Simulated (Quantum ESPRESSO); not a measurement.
A self-consistent single point of a (001) slab of H2 (cut from a parent of space group no. 139; 8 atoms in the cell) with Quantum ESPRESSO.

Computed with LDA (PZ), GBRV 1.5 ultrasoft (LDA) pseudopotentials (plane waves; Quantum ESPRESSO).

The change in words: vacuum of 3 angstrom (first run: 12 Å). Reference geometry:
```
CELL_PARAMETERS angstrom
      3.38307     0.00000     0.00000
      0.00000     3.38307     0.00000
      0.00000     0.00000    18.91770
ATOMIC_POSITIONS crystal
  H  0.00000 0.00000 0.42598
  H  0.00000 0.00000 0.46521
  H  0.50000 0.50000 0.31716
  H  0.50000 0.50000 0.35640
  H  0.00000 0.00000 0.64360
  H  0.00000 0.00000 0.68284
  H  0.50000 0.50000 0.53479
  H  0.50000 0.50000 0.57402
```

Reference input (self-consistent single point, DFT, LDA (PZ), plane waves, GBRV 1.5 ultrasoft (LDA) pseudopotentials): ecutwfc = 40 Ry; ecutrho = 200 Ry; occupations = smearing; smearing = gaussian; degauss = 0.0036749 Ry; mixing_mode = local-TF; potentials = {H: h_lda_v1.4.uspp.F.UPF}; K_POINTS = automatic 10 10 1 0 0 0; conv_thr = 1e-09 Ry; mixing_beta = 0.4. This run's input differs from it in these lines:

```diff
@@ -26,10 +26,10 @@
 ATOMIC_POSITIONS {crystal}
-H     0.0000000000    0.0000000000    0.4259770000
-H     0.0000000000    0.0000000000    0.4652100000
-H     0.5000000000    0.5000000000    0.3171630000
-H     0.5000000000    0.5000000000    0.3563960000
-H     0.0000000000    0.0000000000    0.6436040000
-H     0.0000000000    0.0000000000    0.6828370000
-H     0.5000000000    0.5000000000    0.5347900000
-H     0.5000000000    0.5000000000    0.5740230000
+H     0.0000000000    0.0000000000    0.3588040000
+H     0.0000000000    0.0000000000    0.4336390000
+H     0.5000000000    0.5000000000    0.1512450000
+H     0.5000000000    0.5000000000    0.2260800000
+H     0.0000000000    0.0000000000    0.7739200000
+H     0.0000000000    0.0000000000    0.8487550000
+H     0.5000000000    0.5000000000    0.5663610000
+H     0.5000000000    0.5000000000    0.6411960000
 K_POINTS {automatic}
@@ -39,3 +39,3 @@
    0.0000000000     3.3830700000     0.0000000000
-   0.0000000000     0.0000000000    18.9177000000
+   0.0000000000     0.0000000000     9.9177110000
```

Log, with long lists cut:

```
     Self-consistent Calculation

     iteration #  1     ecut=    40.00 Ry     beta= 0.40

     total energy              =      -9.19500190 Ry
     estimated scf accuracy    <       0.44278132 Ry

     iteration #  2     ecut=    40.00 Ry     beta= 0.40

     total energy              =      -9.08005918 Ry
     estimated scf accuracy    <       0.21714548 Ry

     iteration #  3     ecut=    40.00 Ry     beta= 0.40

     total energy              =      -9.10710133 Ry
     estimated scf accuracy    <       0.00457215 Ry

   [... 7 blocks of this kind left out ...]

     iteration # 11     ecut=    40.00 Ry     beta= 0.40

     total energy              =      -9.10590166 Ry
     estimated scf accuracy    <          3.6E-09 Ry

     iteration # 12     ecut=    40.00 Ry     beta= 0.40
     End of self-consistent calculation

     the Fermi energy is    -3.1021 ev

!    total energy              =      -9.10590166 Ry
     estimated scf accuracy    <          3.1E-10 Ry
     smearing contrib. (-TS)   =      -0.00000000 Ry
     internal energy E=F+TS    =      -9.10590166 Ry

     convergence has been achieved in  12 iterations

     Forces acting on atoms (cartesian axes, Ry/au):

     atom    1 type  1   force =     0.00000000    0.00000000   -0.05441156
     atom    2 type  1   force =     0.00000000    0.00000000    0.05449272
     atom    3 type  1   force =     0.00000000    0.00000000   -0.05179902
     atom    4 type  1   force =     0.00000000    0.00000000    0.05310919
     atom    5 type  1   force =     0.00000000    0.00000000   -0.05310919
   [... lines left out ...]

     Total force =     0.151220     Total SCF correction =     0.000009

          total   stress  (Ry/bohr**3)                   (kbar)     P=       14.17
  -0.00003568   0.00000000   0.00000000           -5.25        0.00        0.00
   0.00000000  -0.00003568   0.00000000            0.00       -5.25        0.00
   0.00000000   0.00000000   0.00036026            0.00        0.00       53.00

   JOB DONE.
```

The run converged in 12 iterations. Against the reference run the free energy is nearly the same (within 1 meV/atom), the largest force stays at 1.401 eV/Å and the gap on the mesh goes from 8.715 to 8.471 eV.

The starting cell comes from a database of computed structures (which also holds hypothetical and non-ambient phases and stackings), without a prior relaxation at this level. The slab is cut from that crystal, and its faces are unrelaxed. Forces in this geometry exceed 1 eV/Å.
